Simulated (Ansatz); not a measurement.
## TaAl (model structure, P4/mmm, No. 123, 2 atoms in the cell): properties by level of theory

```json
[
 {"level (code)": "LDA (Ansatz)", "lattice constant a (Å)": "2.783", "c axis length (Å)": "4.126", "bulk modulus (GPa)": "174", "cohesive energy (eV/atom)": "7.02"},
 {"level (code)": "PBE (Ansatz)", "lattice constant a (Å)": "2.834", "c axis length (Å)": "4.186", "bulk modulus (GPa)": "157", "cohesive energy (eV/atom)": "6.01"},
 {"level (code)": "PBEsol (Ansatz)", "lattice constant a (Å)": "2.806", "c axis length (Å)": "4.156", "bulk modulus (GPa)": "166", "cohesive energy (eV/atom)": "6.61"},
 {"level (code)": "r²SCAN (Ansatz)", "lattice constant a (Å)": "2.820", "c axis length (Å)": "4.164", "bulk modulus (GPa)": "167", "cohesive energy (eV/atom)": "6.05"}
]
```

Caveats: the bulk modulus is −V dP/dV from two relaxed cells at ±2 % in volume (LDA, PBE, PBEsol, r²SCAN). Ansatz's density-functional and Hartree–Fock values are scalar-relativistic unless marked +SOC, with PAW data made under PBE.

Free atoms are spin-polarised, in the lowest state found; at levels without +SOC their spin–orbit coupling is left out.

Computed values are for the static lattice.

A model structure was made by putting elements into a prototype or built by hand; it is no filed structure, need not be a known phase, and can be a saddle point held by its symmetry.

Ansatz is an electronic-structure program.
